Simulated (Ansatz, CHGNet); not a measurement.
For SiO2 (P4₁2₁2, No. 92), the machine-learned potential CHGNet 0.3.0 (trained on PBE and PBE+U data) gives:

- equilibrium lattice constant a: 5.114 Å
- c axis length: 7.146 Å

Task: What does HSE06 (plane waves, PAW; Ansatz, a program for electronic structure) give for the same quantities?

Result: 
- lattice constant a: 5.064 Å (shrinks by 1.0 %)
- lattice parameter c: 7.079 Å (shrinks by 0.9 %)

Changes are worked out from the printed values.

Unless a cell is named, each level is at its own relaxed cell (CHGNet 0.3.0 15.57, HSE06 15.13 Å³/atom).

Ansatz's density-functional and Hartree–Fock values are scalar-relativistic unless marked +SOC, with PAW data made under PBE.
